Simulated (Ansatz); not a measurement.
This concerns the reaction energy. Reaction: 2 PbO (P4/nmm) + PbS (rock salt) → 3 Pb (fcc) + SO2 (gas). A negative value means that the right-hand side lies lower.

Pb (fcc, Fm-3m), 1 atom in the cell, k-point mesh 20×20×20 on the run's own vectors. Conventional cell: a = b = c = 4.959 Å, α = β = γ = 90.00°.

PbO (P4/nmm), 4 atoms in the cell, k-point mesh 8×8×6 on the run's own vectors.
PbO is taken in the tetragonal space group P4/nmm, origin choice 1 (No. 129), Pearson symbol tP4. Lattice parameters: a = b = 4.0336 Å, c = 5.0047 Å, α = β = γ = 90.00°. Pb on 2c is surrounded by 4 O at 2.341 Å. O on 2a is coordinated by 4 Pb at 2.341 Å (tetrahedral). (Neighbours: up to the widest gap in distance over summed covalent radii, below 1.35, at either atom; cation-cation and far metal-metal contacts left out.)

PbS (rock salt, Fm-3m), 2 atoms in the cell, k-point mesh 10×10×10 on the run's own vectors.
```cif
data_Pb4S4
_chemical_formula_sum 'Pb4 S4'
_space_group_name_H-M_alt 'Fm-3m'
_space_group_IT_number 225
_space_group_name_Hall '-F 4 2 3'
_cell_length_a 5.93419
_cell_length_b 5.93419
_cell_length_c 5.93419
_cell_angle_alpha 90.000
_cell_angle_beta 90.000
_cell_angle_gamma 90.000
loop_
_atom_site_label
_atom_site_type_symbol
_atom_site_symmetry_multiplicity
_atom_site_Wyckoff_symbol
_atom_site_fract_x
_atom_site_fract_y
_atom_site_fract_z
_atom_site_occupancy
Pb1 Pb 4 a 0.00000 0.00000 0.00000 1
S1 S 4 b 0.50000 0.50000 0.50000 1
```
(The calculation used a cell of 2 atoms; values per cell refer to that cell.)

An isolated SO2 molecule (singlet) in a box of 11 × 14 × 13 Å.

Computed with Ansatz (plane waves, PAW), its default PAW set, cutoff 420 eV, 500 eV for r2SCAN. The structures are at rest with PBE+D3(BJ); other levels are single points on them. HSE06 runs on coarser k-point meshes, mended by the PBE difference between the two meshes. Some cells are metallic or hold partly filled levels, where a hybrid on a coarse mesh is less sure. Neutral cells; Fermi-Dirac smearing of at most 0.10 eV in the solids, energies taken to zero width. The lattices are those relaxed with PBE+D3(BJ), so at other levels the solids can be strained, which adds to the spread. A dispersion term (D3(BJ), or D4 for r2SCAN) was computed beside these levels and is taken off wherever the name lacks it. No zero-point or thermal terms. The runs are scalar-relativistic, without spin-orbit coupling.

**Question.** Estimate the value that r2SCAN+D4 returns for this input.

**Answer.** 3.71 eV, for 2 PbO (P4/nmm) + PbS (rock salt) → 3 Pb (fcc) + SO2 (gas).

**Question.** What do the other levels give, and how wide is the spread?

**Answer.** 
```json
[
 {"Method": "PBE", "value (eV)": "2.53", "less r2SCAN+D4": "-1.18"},
 {"Method": "PBE+D3(BJ)", "value (eV)": "2.89", "less r2SCAN+D4": "-0.82"},
 {"Method": "HSE06", "value (eV)": "2.54", "less r2SCAN+D4": "-1.17"}
]
```

The levels span 1.18 eV, from PBE (2.53) to r2SCAN+D4 (3.71).

Ansatz is a first-principles code.
